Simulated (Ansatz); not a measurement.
Consider the formation energy of the neutral N_As in GaAs (zinc blende, F-43m). Reaction: 108 GaAs (zinc blende) + 1/2 N2 (gas) → cell A + As (R-3m).

Cell A: a supercell of 216 sites of GaAs (zinc blende, F-43m) with N on an As site (4 Ga at 2.07 Å); spin state with PBE: run without spin, k-point mesh 1×1×1.
```yaml
crystal:
  lattice:
    - [17.02703, 0.00000, 0.00000]
    - [0.00000, 17.02703, 0.00000]
    - [0.00000, 0.00000, 17.02703]
  atoms:
    - { symbol: Ga, position: [0.00006, 0.99994, 0.99994] }
    - { symbol: Ga, position: [0.00006, 0.16672, 0.16672] }
    - { symbol: Ga, position: [0.16691, 0.00002, 0.16664] }
    - { symbol: Ga, position: [0.16691, 0.16664, 0.00002] }
    - { symbol: As, position: [0.08345, 0.08333, 0.08333] }
    - { symbol: As, position: [0.08346, 0.25012, 0.25012] }
    - { symbol: As, position: [0.25032, 0.08338, 0.25026] }
    - { symbol: As, position: [0.25032, 0.25026, 0.08338] }
    - { symbol: Ga, position: [0.99998, 0.00002, 0.33357] }
    - { symbol: Ga, position: [0.00083, 0.16749, 0.50029] }
    - { symbol: Ga, position: [0.16692, 0.99971, 0.50022] }
    - { symbol: Ga, position: [0.16700, 0.16704, 0.33366] }
    - { symbol: As, position: [0.08359, 0.08338, 0.41698] }
    - { symbol: As, position: [0.08526, 0.25193, 0.58300] }
    - { symbol: As, position: [0.25019, 0.08333, 0.58333] }
    - { symbol: As, position: [0.25051, 0.25052, 0.41718] }
    - { symbol: Ga, position: [0.00083, 0.99917, 0.66637] }
    - { symbol: Ga, position: [0.99998, 0.16664, 0.83309] }
    - { symbol: Ga, position: [0.16700, 0.99962, 0.83300] }
    - { symbol: Ga, position: [0.16692, 0.16696, 0.66645] }
    - { symbol: As, position: [0.08359, 0.08329, 0.74968] }
    - { symbol: As, position: [0.08333, 0.24999, 0.91667] }
    - { symbol: As, position: [0.25032, 0.08329, 0.91641] }
    - { symbol: As, position: [0.25007, 0.25022, 0.74993] }
    - { symbol: Ga, position: [0.99998, 0.33357, 0.00002] }
    - { symbol: Ga, position: [0.00083, 0.50029, 0.16749] }
    - { symbol: Ga, position: [0.16700, 0.33366, 0.16704] }
    - { symbol: Ga, position: [0.16692, 0.50022, 0.99971] }
    - { symbol: As, position: [0.08359, 0.41698, 0.08338] }
    - { symbol: As, position: [0.08526, 0.58300, 0.25193] }
    - { symbol: As, position: [0.25051, 0.41718, 0.25052] }
    - { symbol: As, position: [0.25019, 0.58333, 0.08333] }
    - { symbol: Ga, position: [0.00038, 0.33366, 0.33366] }
    - { symbol: Ga, position: [0.00020, 0.50035, 0.50035] }
    - { symbol: Ga, position: [0.16992, 0.33658, 0.50019] }
    - { symbol: Ga, position: [0.16992, 0.50019, 0.33658] }
    - { symbol: As, position: [0.08385, 0.41718, 0.41718] }
    - { symbol: As, position: [0.08406, 0.58333, 0.58333] }
    - { symbol: As, position: [0.25482, 0.42149, 0.58335] }
    - { symbol: As, position: [0.25482, 0.58335, 0.42149] }
    - { symbol: Ga, position: [0.00029, 0.33358, 0.66645] }
    - { symbol: Ga, position: [0.00029, 0.50022, 0.83308] }
    - { symbol: Ga, position: [0.16665, 0.33332, 0.83335] }
    - { symbol: Ga, position: [0.16742, 0.49972, 0.66695] }
    - { symbol: As, position: [0.08355, 0.41674, 0.74993] }
    - { symbol: As, position: [0.08526, 0.58367, 0.91474] }
    - { symbol: As, position: [0.25007, 0.41674, 0.91645] }
    - { symbol: As, position: [0.25482, 0.58331, 0.74518] }
    - { symbol: Ga, position: [0.00083, 0.66637, 0.99917] }
    - { symbol: Ga, position: [0.99998, 0.83309, 0.16664] }
    - { symbol: Ga, position: [0.16692, 0.66645, 0.16696] }
    - { symbol: Ga, position: [0.16700, 0.83300, 0.99962] }
    - { symbol: As, position: [0.08359, 0.74968, 0.08329] }
    - { symbol: As, position: [0.08333, 0.91667, 0.24999] }
    - { symbol: As, position: [0.25007, 0.74993, 0.25022] }
    - { symbol: As, position: [0.25032, 0.91641, 0.08329] }
    - { symbol: Ga, position: [0.00029, 0.66645, 0.33358] }
    - { symbol: Ga, position: [0.00029, 0.83308, 0.50022] }
    - { symbol: Ga, position: [0.16742, 0.66695, 0.49972] }
    - { symbol: Ga, position: [0.16665, 0.83335, 0.33332] }
    - { symbol: As, position: [0.08355, 0.74993, 0.41674] }
    - { symbol: As, position: [0.08526, 0.91474, 0.58367] }
    - { symbol: As, position: [0.25482, 0.74518, 0.58331] }
    - { symbol: As, position: [0.25007, 0.91645, 0.41674] }
    - { symbol: Ga, position: [0.00020, 0.66632, 0.66632] }
    - { symbol: Ga, position: [0.00038, 0.83300, 0.83300] }
    - { symbol: Ga, position: [0.16992, 0.66648, 0.83008] }
    - { symbol: Ga, position: [0.16992, 0.83008, 0.66648] }
    - { symbol: As, position: [0.08385, 0.74949, 0.74949] }
    - { symbol: As, position: [0.08346, 0.91654, 0.91654] }
    - { symbol: As, position: [0.25051, 0.74949, 0.91615] }
    - { symbol: As, position: [0.25051, 0.91615, 0.74949] }
    - { symbol: Ga, position: [0.33363, 0.99917, 0.99917] }
    - { symbol: Ga, position: [0.33363, 0.16749, 0.16749] }
    - { symbol: Ga, position: [0.49971, 0.99917, 0.16749] }
    - { symbol: Ga, position: [0.49971, 0.16749, 0.99917] }
    - { symbol: As, position: [0.41667, 0.08333, 0.08333] }
    - { symbol: As, position: [0.41633, 0.25193, 0.25193] }
    - { symbol: As, position: [0.58302, 0.08329, 0.25026] }
    - { symbol: As, position: [0.58302, 0.25026, 0.08329] }
    - { symbol: Ga, position: [0.33355, 0.99971, 0.33358] }
    - { symbol: Ga, position: [0.33368, 0.16687, 0.50035] }
    - { symbol: Ga, position: [0.49965, 0.99980, 0.50035] }
    - { symbol: Ga, position: [0.49978, 0.16696, 0.33358] }
    - { symbol: As, position: [0.41667, 0.08333, 0.41685] }
    - { symbol: As, position: [0.41667, 0.25073, 0.58333] }
    - { symbol: As, position: [0.58315, 0.08333, 0.58333] }
    - { symbol: As, position: [0.58326, 0.25022, 0.41674] }
    - { symbol: Ga, position: [0.33368, 0.99980, 0.66632] }
    - { symbol: Ga, position: [0.33355, 0.16696, 0.83308] }
    - { symbol: Ga, position: [0.49978, 0.99971, 0.83308] }
    - { symbol: Ga, position: [0.49965, 0.16687, 0.66632] }
    - { symbol: As, position: [0.41667, 0.08333, 0.74981] }
    - { symbol: As, position: [0.41700, 0.25193, 0.91474] }
    - { symbol: As, position: [0.58302, 0.08338, 0.91641] }
    - { symbol: As, position: [0.58282, 0.25052, 0.74949] }
    - { symbol: Ga, position: [0.33355, 0.33358, 0.99971] }
    - { symbol: Ga, position: [0.33368, 0.50035, 0.16687] }
    - { symbol: Ga, position: [0.49978, 0.33358, 0.16696] }
    - { symbol: Ga, position: [0.49965, 0.50035, 0.99980] }
    - { symbol: As, position: [0.41667, 0.41685, 0.08333] }
    - { symbol: As, position: [0.41667, 0.58333, 0.25073] }
    - { symbol: As, position: [0.58326, 0.41674, 0.25022] }
    - { symbol: As, position: [0.58315, 0.58333, 0.08333] }
    - { symbol: Ga, position: [0.33352, 0.33658, 0.33658] }
    - { symbol: Ga, position: [0.34654, 0.51321, 0.51321] }
    - { symbol: Ga, position: [0.50028, 0.33408, 0.49972] }
    - { symbol: Ga, position: [0.50028, 0.49972, 0.33408] }
    - { symbol: As, position: [0.41669, 0.42149, 0.42149] }
    - { symbol: N, position: [0.41667, 0.58333, 0.58333] }
    - { symbol: As, position: [0.57851, 0.42149, 0.58331] }
    - { symbol: As, position: [0.57851, 0.58331, 0.42149] }
    - { symbol: Ga, position: [0.33305, 0.33408, 0.66695] }
    - { symbol: Ga, position: [0.33305, 0.49972, 0.83258] }
    - { symbol: Ga, position: [0.49981, 0.33658, 0.83008] }
    - { symbol: Ga, position: [0.48679, 0.51321, 0.65346] }
    - { symbol: As, position: [0.41665, 0.42149, 0.74518] }
    - { symbol: As, position: [0.41667, 0.58333, 0.91594] }
    - { symbol: As, position: [0.58282, 0.41718, 0.91615] }
    - { symbol: As, position: [0.57851, 0.58335, 0.74518] }
    - { symbol: Ga, position: [0.33368, 0.66632, 0.99980] }
    - { symbol: Ga, position: [0.33355, 0.83308, 0.16696] }
    - { symbol: Ga, position: [0.49965, 0.66632, 0.16687] }
    - { symbol: Ga, position: [0.49978, 0.83308, 0.99971] }
    - { symbol: As, position: [0.41667, 0.74981, 0.08333] }
    - { symbol: As, position: [0.41700, 0.91474, 0.25193] }
    - { symbol: As, position: [0.58282, 0.74949, 0.25052] }
    - { symbol: As, position: [0.58302, 0.91641, 0.08338] }
    - { symbol: Ga, position: [0.33305, 0.66695, 0.33408] }
    - { symbol: Ga, position: [0.33305, 0.83258, 0.49972] }
    - { symbol: Ga, position: [0.48679, 0.65346, 0.51321] }
    - { symbol: Ga, position: [0.49981, 0.83008, 0.33658] }
    - { symbol: As, position: [0.41665, 0.74518, 0.42149] }
    - { symbol: As, position: [0.41667, 0.91594, 0.58333] }
    - { symbol: As, position: [0.57851, 0.74518, 0.58335] }
    - { symbol: As, position: [0.58282, 0.91615, 0.41718] }
    - { symbol: Ga, position: [0.34654, 0.65346, 0.65346] }
    - { symbol: Ga, position: [0.33352, 0.83008, 0.83008] }
    - { symbol: Ga, position: [0.50028, 0.66695, 0.83258] }
    - { symbol: Ga, position: [0.50028, 0.83258, 0.66695] }
    - { symbol: As, position: [0.41669, 0.74518, 0.74518] }
    - { symbol: As, position: [0.41633, 0.91474, 0.91474] }
    - { symbol: As, position: [0.58326, 0.74993, 0.91645] }
    - { symbol: As, position: [0.58326, 0.91645, 0.74993] }
    - { symbol: Ga, position: [0.66643, 0.00002, 0.00002] }
    - { symbol: Ga, position: [0.66643, 0.16664, 0.16664] }
    - { symbol: Ga, position: [0.83328, 0.99994, 0.16672] }
    - { symbol: Ga, position: [0.83328, 0.16672, 0.99994] }
    - { symbol: As, position: [0.74988, 0.08333, 0.08333] }
    - { symbol: As, position: [0.75001, 0.24999, 0.24999] }
    - { symbol: As, position: [0.91667, 0.08333, 0.25012] }
    - { symbol: As, position: [0.91667, 0.25012, 0.08333] }
    - { symbol: Ga, position: [0.66634, 0.99962, 0.33366] }
    - { symbol: Ga, position: [0.66642, 0.16696, 0.50022] }
    - { symbol: Ga, position: [0.83251, 0.99917, 0.50029] }
    - { symbol: Ga, position: [0.83336, 0.16664, 0.33357] }
    - { symbol: As, position: [0.74974, 0.08329, 0.41698] }
    - { symbol: As, position: [0.74807, 0.25193, 0.58367] }
    - { symbol: As, position: [0.91667, 0.08333, 0.58333] }
    - { symbol: As, position: [0.91671, 0.25026, 0.41698] }
    - { symbol: Ga, position: [0.66642, 0.99971, 0.66645] }
    - { symbol: Ga, position: [0.66634, 0.16704, 0.83300] }
    - { symbol: Ga, position: [0.83336, 0.00002, 0.83309] }
    - { symbol: Ga, position: [0.83251, 0.16749, 0.66637] }
    - { symbol: As, position: [0.74974, 0.08338, 0.74968] }
    - { symbol: As, position: [0.74988, 0.25012, 0.91654] }
    - { symbol: As, position: [0.91667, 0.08333, 0.91655] }
    - { symbol: As, position: [0.91662, 0.25026, 0.74968] }
    - { symbol: Ga, position: [0.66634, 0.33366, 0.99962] }
    - { symbol: Ga, position: [0.66642, 0.50022, 0.16696] }
    - { symbol: Ga, position: [0.83336, 0.33357, 0.16664] }
    - { symbol: Ga, position: [0.83251, 0.50029, 0.99917] }
    - { symbol: As, position: [0.74974, 0.41698, 0.08329] }
    - { symbol: As, position: [0.74807, 0.58367, 0.25193] }
    - { symbol: As, position: [0.91671, 0.41698, 0.25026] }
    - { symbol: As, position: [0.91667, 0.58333, 0.08333] }
    - { symbol: Ga, position: [0.66668, 0.33332, 0.33332] }
    - { symbol: Ga, position: [0.66592, 0.49972, 0.49972] }
    - { symbol: Ga, position: [0.83304, 0.33358, 0.50022] }
    - { symbol: Ga, position: [0.83304, 0.50022, 0.33358] }
    - { symbol: As, position: [0.74978, 0.41674, 0.41674] }
    - { symbol: As, position: [0.74927, 0.58333, 0.58333] }
    - { symbol: As, position: [0.91667, 0.41685, 0.58333] }
    - { symbol: As, position: [0.91667, 0.58333, 0.41685] }
    - { symbol: Ga, position: [0.66342, 0.33658, 0.66648] }
    - { symbol: Ga, position: [0.66342, 0.50019, 0.83008] }
    - { symbol: Ga, position: [0.83296, 0.33366, 0.83300] }
    - { symbol: Ga, position: [0.83313, 0.50035, 0.66632] }
    - { symbol: As, position: [0.74948, 0.41718, 0.74949] }
    - { symbol: As, position: [0.74807, 0.58300, 0.91474] }
    - { symbol: As, position: [0.91662, 0.41698, 0.91641] }
    - { symbol: As, position: [0.91667, 0.58333, 0.74981] }
    - { symbol: Ga, position: [0.66642, 0.66645, 0.99971] }
    - { symbol: Ga, position: [0.66634, 0.83300, 0.16704] }
    - { symbol: Ga, position: [0.83251, 0.66637, 0.16749] }
    - { symbol: Ga, position: [0.83336, 0.83309, 0.00002] }
    - { symbol: As, position: [0.74974, 0.74968, 0.08338] }
    - { symbol: As, position: [0.74988, 0.91654, 0.25012] }
    - { symbol: As, position: [0.91662, 0.74968, 0.25026] }
    - { symbol: As, position: [0.91667, 0.91655, 0.08333] }
    - { symbol: Ga, position: [0.66342, 0.66648, 0.33658] }
    - { symbol: Ga, position: [0.66342, 0.83008, 0.50019] }
    - { symbol: Ga, position: [0.83313, 0.66632, 0.50035] }
    - { symbol: Ga, position: [0.83296, 0.83300, 0.33366] }
    - { symbol: As, position: [0.74948, 0.74949, 0.41718] }
    - { symbol: As, position: [0.74807, 0.91474, 0.58300] }
    - { symbol: As, position: [0.91667, 0.74981, 0.58333] }
    - { symbol: As, position: [0.91662, 0.91641, 0.41698] }
    - { symbol: Ga, position: [0.66592, 0.66695, 0.66695] }
    - { symbol: Ga, position: [0.66668, 0.83335, 0.83335] }
    - { symbol: Ga, position: [0.83304, 0.66645, 0.83308] }
    - { symbol: Ga, position: [0.83304, 0.83308, 0.66645] }
    - { symbol: As, position: [0.74978, 0.74993, 0.74993] }
    - { symbol: As, position: [0.75001, 0.91667, 0.91667] }
    - { symbol: As, position: [0.91671, 0.74968, 0.91641] }
    - { symbol: As, position: [0.91671, 0.91641, 0.74968] }
```

Reference: As (R-3m), 2 atoms in the cell, k-point mesh 12×12×12 on the run's own vectors. Conventional cell: a = 3.7838 Å, b = 3.7838 Å, c = 10.1036 Å, α = 90.00°, β = 90.00°, γ = 120.00°.

Reference: GaAs (zinc blende, F-43m), 216 atoms in the cell, the relaxed perfect crystal repeated, atoms not moved again, k-point mesh 1×1×1 on the run's own vectors.

Reference: an isolated N2 molecule (singlet) in a box of 11 × 11 × 13 Å.

Computed with Ansatz (plane waves, PAW), its default PAW set, cutoff 420 eV, 500 eV for r2SCAN. The structures are at rest with PBE+D3(BJ), within the held lattices; other levels are single points on them. Neutral cells; Fermi-Dirac smearing of at most 0.05 eV in the solids, energies taken to zero width. The lattices are those relaxed with PBE+D3(BJ), so at other levels the solids can be strained, which adds to the spread. Larger cells are relaxed from a start prepared with the learned potential CHGNet till forces fall under 0.03 eV/Å, which some starts already meet. A dispersion term (D3(BJ), or D4 for r2SCAN) was computed beside these levels and is taken off wherever the name lacks it. The PAW files were made for PBE and serve at the other functionals too. Space groups of crystals are read within 0.01 Å. Static lattices, no vibrational contributions. Cells are local rest points, mostly with their start's symmetry. No correction for cell size. Mesh and cell size may move defect energies by 0.1 eV or more. The value holds for the reservoirs listed; other chemical potentials shift it. Cell A has symmetry P-43m within 0.02 Å and got no random move, so less symmetric positions, which may lie lower, weren't tried.

Q: What is the computed value (r2SCAN+D4)?

A: 1.39 eV, for 108 GaAs (zinc blende) + 1/2 N2 (gas) → cell A + As (R-3m).

Q: How does the value move with the functional?

A: 
```csv
Level,value (eV),less r2SCAN+D4
PBE,0.94,-0.45
r2SCAN,1.40,0.01
```

The levels shown span 0.46 eV, from PBE (0.94) to r2SCAN (1.40).

Ansatz is a quantum-chemistry and plane-wave program.
